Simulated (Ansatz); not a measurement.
The parent structure is TiO2 in the rutile structure (space group P4_2/mnm, No. 136; a = 4.643 Å, c = 2.964 Å). Axes: x, y, z lie along a, b, c of the conventional cell.

Computed with PBE (Ansatz, an electronic-structure program, PAW, no SOC).

Strains are applied to the cell and any free atomic positions relax.

One change was made to it. Results:

| quantity | base | after |
|---|---|---|
| gap character | direct at Γ | direct at Γ |
| pressure (mean of the normal stresses, compression positive) | 0.00 GPa | -5.78 GPa |
| band gap | 1.86 eV | 1.79 eV |
| electron mass | 0.58 mₑ along c, 1.2 mₑ across (at Γ) | 0.62 mₑ along z, 1.2 mₑ across (at Γ) |
| energy relative to the base (free energy F) | 0 meV/atom | +8.6 meV/atom |

Problem. Which change produced these results?
(A) uniaxial strain ε_zz = +1.20 %
(B) uniaxial strain ε_zz = +0.60 %
(C) uniaxial strain ε_zz = +3.00 %
(D) uniaxial strain ε_zz = +2.40 %

Solution. D, uniaxial strain ε_zz = +2.40 %. For comparison, the electron mass in the other runs: uniaxial strain ε_zz = +1.20 % gives 0.60 mₑ along z, 1.2 mₑ across (at Γ); uniaxial strain ε_zz = +3.00 % gives 0.63 mₑ along z, 1.2 mₑ across (at Γ); uniaxial strain ε_zz = +0.60 % gives 0.59 mₑ along z, 1.2 mₑ across (at Γ).

Masses are band curvatures over ±0.01 Å⁻¹ around the edge. Whether these cells are dynamically stable was not tested. The final runs are not spin-polarised.
